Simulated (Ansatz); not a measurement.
## Element substitutions in Tl

Base system: Tl in the hcp (Mg type) structure (space group P6_3/mmc, No. 194; a = 3.520 Å, c = 5.602 Å).

Each row replaces one element on all its sites; cell and atoms are relaxed.

All numbers come from r2SCAN (Ansatz, an electronic-structure program; PAW; 500 eV plane waves; spin-orbit coupling left out).

Base values:

```
Quantity            Value
---------------  --------
Volume per atom  30.05 Å³
```

Problem. The aim is a volume per atom between 15.18 Å³ and 16.45 Å³. Which of these changes reaches it?
A. Tl → Ga
B. Tl → Pb
C. Tl → In
D. Tl → Al

Solution. D, Tl → Al. It gives 16.01 Å³; Tl → In gives 26.42 Å³; Tl → Ga gives 17.97 Å³; Tl → Pb gives 31.00 Å³. Changes not listed may reach it too

No phonon test of stability was made. As relaxed here, Ga is a hypothetical phase, not in the database extracts checked. For In and Al in this form, whether it has been made was not checked. This is not the structure that In has at room temperature and ambient pressure. This is not the structure that Al has at room temperature and ambient pressure. This is not the structure that Pb has at room temperature and ambient pressure.
